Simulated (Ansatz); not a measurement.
## What isotropic strain +4.10 % does to CeO2

Take CeO2 in the fluorite structure (space group Fm-3m, No. 225; a = 5.4643 Å) as the base.

Now apply this change: the cell is scaled by 1.0410 in all directions; the atoms relax in the strained cell.

Method: Kohn–Sham DFT with the PBE functional, run in Ansatz (a program for electronic structure) with PAW and 420 eV plane waves, spin-orbit coupling left out. Γ-centred 10×10×10 mesh, Fermi–Dirac width 0.05 eV.

Volume per atom: 15.34 Å³ (base 13.60 Å³)
Space group: Fm-3m (No. 225) (base Fm-3m (No. 225))
Shortest interatomic distance: 2.463 Å (base 2.366 Å)
Energy relative to the base (free energy F): +97 meV/atom
Pressure: -15.99 GPa (base 0.00 GPa)
Band gap: 1.55 eV (base 1.89 eV)
Smallest direct gap: 1.61 eV (base 1.97 eV)
Valley order (the lowest conduction-band minima on the path, energy above the VBM, named in the base's zone): L along ⟨111⟩ 1.55 eV; X along ⟨100⟩ 1.59 eV; a point along ⟨110⟩, about 1.1 Å⁻¹ from Γ 1.60 eV (base L along ⟨111⟩ 1.89 eV; X along ⟨100⟩ 1.93 eV; a point along ⟨110⟩, about 1.1 Å⁻¹ from Γ 1.96 eV)

Whether these cells are dynamically stable was not tested. Starting moments died away, wholly or in part, for the base; another magnetic solution may exist. All final runs are without spin polarisation.
